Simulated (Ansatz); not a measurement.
fluorite-type CoSi2 (0 0 1) on Si0.5Ge0.5, ordered in pairs of (001) planes (0 0 1), C on 1 of 2 substrate sites at each interface (film strained to the substrate, started from cuts of the bulks and a machine-learned relaxation)

A periodic stack without vacuum, fluorite-type CoSi2 (0 0 1) on Si0.5Ge0.5, ordered in pairs of (001) planes (0 0 1), C on 1 of 2 substrate sites at each interface (film strained to the substrate, started from cuts of the bulks and a machine-learned relaxation): substrate slab C2Ge10Si8, film Co8Si16, surface cells [[-2, 0], [-1, -1]] and [[-2, 0], [-1, -1]], film strained by +4.4 and +4.6 %, outermost planes Ge/Ge and Si/Co as cut, which need not be the usual terminations and can put a slab off its formula.

The start was prepared with a machine-learned potential, and the result is one local minimum, with the in-plane cell held and forces under 0.04 eV/Å; the film can end far from its bulk form.

These are PBE (plane waves to 420 eV, PAW; Ansatz, a program for electronic structure) values and carry that method's errors. No spin–orbit coupling; the runs are not spin-polarised; PBE gaps are too small against experiment. Its k-point mesh 4×7×1, Fermi–Dirac width 0.05 eV.

| Property | Value |
|---|---|
| interface area | 31.4 Å² |
| period | 24.07 Å |
| gaps between the outermost planes at the two interfaces | 1.86 and 0.61 Å |
| C–Co contacts across the interfaces within 1.22 times the sum of covalent radii | 2, mean 1.90 Å |
| C–Si contacts across the interfaces within 1.22 times the sum of covalent radii | 2, mean 1.98 Å |
| Co–Ge contacts across the interfaces within 1.22 times the sum of covalent radii | 2, mean 2.41 Å |
| Ge–Si contacts across the interfaces within 1.22 times the sum of covalent radii | 2, mean 2.41 Å |

```xyz
44
Lattice="7.9261 -0.0001 -0.1349 -0.0001 3.9578 -0.0238 2.5234 0.1746 24.0268" Properties=species:S:1:pos:R:3 pbc="T T T"
C      3.9405     3.7913     0.0902
Ge     7.9102     3.7955     0.4631
Ge     3.9755     1.8201     1.2222
Ge     7.9265     1.8249     1.8445
Ge     4.0018     3.8285     5.7585
Ge     8.0632     3.8246     5.5972
Ge     4.0137     1.8585     7.2037
Ge     8.1142     1.8547     7.1245
Ge     4.4319     3.8531    11.5218
Ge     7.9936     3.8888    11.0908
C      5.0244     1.8819    12.4392
Ge     7.1281     1.9207    12.3152
Si     5.8305     1.8319     2.9941
Si     2.1628     1.8301     2.9849
Si     2.1160     3.8169     4.2904
Si     5.9384     3.8187     4.3213
Si     6.0625     1.8565     8.4186
Si     2.1650     1.8656     8.7756
Si     2.2588     3.8546    10.1497
Si     6.0675     3.8434     9.6751
Co     8.4235     3.9428    18.2674
Co     4.3138     3.9303    18.3821
Co     2.4114     1.8872    15.5479
Co     6.3108     1.9312    15.9276
Co     8.2529     3.9620    23.4756
Co     4.6532     3.9625    23.5291
Co     2.4401     1.9729    21.0436
Co     6.4145     1.9678    20.8822
Si     6.3230     3.9129    17.1466
Si     2.4016     3.8976    17.0067
Si     8.4065     1.9638    17.0104
Si     4.3047     1.9501    17.0820
Si     8.1649     1.6772    14.4948
Si     4.5693     1.6365    14.3102
Si     6.3327     3.8574    14.7016
Si     2.6230     3.8545    14.4736
Si     6.4322     3.9546    22.0954
Si     2.4675     3.9579    22.2317
Si     8.3911     1.9757    22.2030
Si     4.4709     1.9762    22.2697
Si     8.3917     1.9655    19.5976
Si     4.3811     1.9590    19.6777
Si     6.3988     3.9386    19.5881
Si     2.4183     3.9448    19.7031
```
